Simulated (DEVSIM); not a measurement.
Device: abrupt Si p-n junction, at 250 K.

Layer 1 from the left is Si, thickness (μm) 55.0, Na (cm⁻³) 1.8e16, τn (s) 4.7e-5, τp (s) 4.7e-5. Layer 2 from the left is Si, thickness (μm) 0.450, Nd (cm⁻³) 4.8e17, τn (s) 4.7e-5, τp (s) 4.7e-5.

Left contact: ohmic. Right contact: ohmic. Voltage is applied to the left contact. Recombination: SRH at mid-gap, radiative, Auger. Mobility is μmin + (μ − μmin)/(1 + (N/Nref)^α).

This is a model device: material constants are rounded textbook-type values typed into the input, and sizes, dopings and lifetimes were drawn at random. Values at 300 K; Nc and Nv go as T^1.5, mobilities as T to minus their exponent, the gap by Varshni's rule with the affinity fixed.

Si: gap (eV) 1.124, affinity (eV) 4.05, permittivity 11.7, Nc (cm⁻³) 2.86e19, Nv (cm⁻³) 3.1e19, μn (cm²/Vs) 1417, μp (cm²/Vs) 470, μn,min 52, μp,min 45, Nref,n 9.7e16, Nref,p 2.2e17, αn 0.68, αp 0.72, T exponent of μn 2.3, T exponent of μp 2.2, B (cm³/s) 4.7e-15, Cn (cm⁶/s) 2.8e-31, Cp (cm⁶/s) 9.9e-32, Varshni α (eV/K) 0.000473, Varshni β (K) 636.

Q: Estimate by hand the built-in potential, the peak field at zero bias, the capacitance at -4 V, and compare with a numerical solution.

A: 
- Built-in potential: ni = √(Nc Nv) exp(−Eg/2kT) = 8.01e7 cm⁻³ with Eg = 1.136 eV; Vbi = kT/q ln(Na Nd/ni²) = 0.899 V; numerical 0.899 V.
- Peak field at zero bias: depletion approximation: W = √(2εVbi/(qN)) = 0.259 μm with N = 1.73e16 cm⁻³; field = 2Vbi/W = 69500 V/cm; numerical 69800 V/cm (estimate below by 0.52 %).
- Capacitance at -4 V: C = √(qεN / 2(Vbi + |V|)) = 17.1 nF/cm²; numerical 17.2 nF/cm².

Simulated with DEVSIM: 1D drift-diffusion, Boltzmann statistics, complete ionisation; no tunnelling, impact ionisation, image-force lowering or self-heating.
